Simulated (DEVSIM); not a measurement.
Structure: illuminated Si n-on-p cell, one wavelength, at 300 K.

Layer 1 from the left is Si, thickness (μm) 0.770, Nd (cm⁻³) 1.3e19, τn (s) 0.00017, τp (s) 0.00068, absorption coefficient (cm⁻¹) 160. Layer 2 from the left is Si, thickness (μm) 70.0, Na (cm⁻³) 9.9e16, τn (s) 0.00099, τp (s) 0.00099, absorption coefficient (cm⁻¹) 160.

Left contact: ohmic, minority hole recombination velocity 1e5 cm/s. Right contact: ohmic, minority electron recombination velocity 600 cm/s. Voltage is applied to the left contact. Recombination: SRH at mid-gap, radiative, Auger. Light enters at the left, 7.3e16 photons cm⁻² s⁻¹, one pass, no reflection. Mobility is constant in doping.

The device is made up for the run: typed textbook-type constants, with dimensions and the other settings drawn at random. Values at 300 K.

Si: gap (eV) 1.124, affinity (eV) 4.05, permittivity 11.7, Nc (cm⁻³) 2.86e19, Nv (cm⁻³) 3.1e19, μn (cm²/Vs) 1417, μp (cm²/Vs) 470, B (cm³/s) 4.7e-15, Cn (cm⁶/s) 2.8e-31, Cp (cm⁶/s) 9.9e-32.

Model (solved in DEVSIM): 1D drift-diffusion, Boltzmann statistics, complete ionisation; no tunnelling, impact ionisation, image-force lowering or self-heating.

Dark forward current:

| |V| (V) | |J| (A/cm²) |
|---|---|
| 0.25 | 3.194e-9 |
| 0.30 | 2.168e-8 |
| 0.35 | 1.489e-7 |
| 0.40 | 1.027e-6 |
| 0.45 | 7.093e-6 |
| 0.50 | 4.904e-5 |
| 0.55 | 0.0003392 |
| 0.60 | 0.002346 |
| 0.65 | 0.01623 |
| 0.70 | 0.1121 |
| 0.75 | 0.7702 |
| 0.80 | 5.136 |
| 0.85 | 31.41 |
| 0.90 | 163.3 |
| 0.95 | 655.6 |
| 1.00 | 1906 |
| 1.05 | 4160 |

Q: Work out the local ideality factor n = ΔV / (kT/q · ln(J2/J1)) between the rows 0.25 and 0.30 V, 0.60 and 0.65 V, 1.00 and 1.05 V.

A: kT/q = 25.85 mV. From 0.25 to 0.30 V: ln(2.168e-8/3.194e-9) = 1.915, n = 1.01, near the 1 of diffusion or emission over a barrier. From 0.60 to 0.65 V: ln(0.01623/0.002346) = 1.934, n = 1.00, near the 1 of diffusion or emission over a barrier. From 1.00 to 1.05 V: ln(4160/1906) = 0.781, n = 2.48.

Q: What current could the absorbed light give at most, and what share is collected?

A: Σ αd = 1.13, so qΦ(1 − exp(−Σ αd)) = 7.93 mA/cm². The simulated short-circuit current is 7.566 mA/cm², a share of 0.95.

Q: Estimate the open-circuit voltage by superposition: the voltage at which the dark current equals that short-circuit current.

A: Interpolating ln J in the table gives 0.630 V. The simulation gives 0.630 V, the same within the digits that matter. Superposition holds where collection doesn't change with voltage.

Q: Estimate the fill factor from FF0 = (v − ln(v + 0.72))/(v + 1), v = qVoc/(nkT), with n from the dark curve.

A: The rows about Voc, 0.60 and 0.65 V, give n = 1.00, so v = 24.4 and FF0 = 0.834. The simulation gives 0.832, the same within the digits that matter.
